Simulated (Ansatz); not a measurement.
LaScO3 (Pnma, No. 62), treated with PBEsol in Ansatz (PAW).

Settings: plane-wave cutoff 520 eV, 6×4×6 k mesh (along the axes of the cell as run), Fermi–Dirac smearing 0.01 eV, scalar-relativistic PAW data made under PBE.

Computed at the level's own relaxed cell.

Task: Give the computed band gap.

Result: 
* **band gap**: 3.93 eV

Spin–orbit coupling is not included.

Ansatz is a program for electronic structure.
